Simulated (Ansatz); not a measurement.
# What biaxial strain −2.00 %, plane normal [001], relaxed out of plane does to Mo

Base system: Mo in the bcc (W type) structure (space group Im-3m, No. 229; a = 3.112 Å; relaxed with 0.1 eV smearing). Axes: x, y, z lie along the cube axes.

The change: compressive biaxial strain of 2.00 % in the plane normal to [001], as in epitaxy on a mismatched substrate; the out-of-plane cell vector and the atoms relax.

Level of theory: DFT with LDA, PAW potentials and a 420 eV plane-wave cutoff in Ansatz (an electronic-structure program), no SOC. k-mesh 30×30×30 (Γ-centred); smearing 0.1 eV (Fermi–Dirac).

- Space group = I4/mmm (No. 139) (base Im-3m (No. 229))
- Shortest interatomic distance = 5.051 bohr (base 5.092 bohr)
- Energy relative to the base (free energy F) = +22 meV/atom
- Pressure (mean of the normal stresses, compression positive) = 8.0 GPa (base 0.0 GPa)
- Band gap = zero (base zero)
- Out-of-plane strain = +1.51 %
- Ratio −ε⊥/ε∥ = 0.76
- Mean in-plane stress (compression positive) = +12.0 GPa

Final structure (turned so that z lies along the plane normal):

```xyz
1
Lattice="3.0493 0.0000 0.0000 0.0000 3.0493 0.0000 1.5246 -1.5246 1.5793" Properties=species:S:1:pos:R:3 pbc="T T T"
Mo     0.0000     0.0000     0.0000
```

Whether these cells are dynamically stable was not tested. The final runs are not spin-polarised.
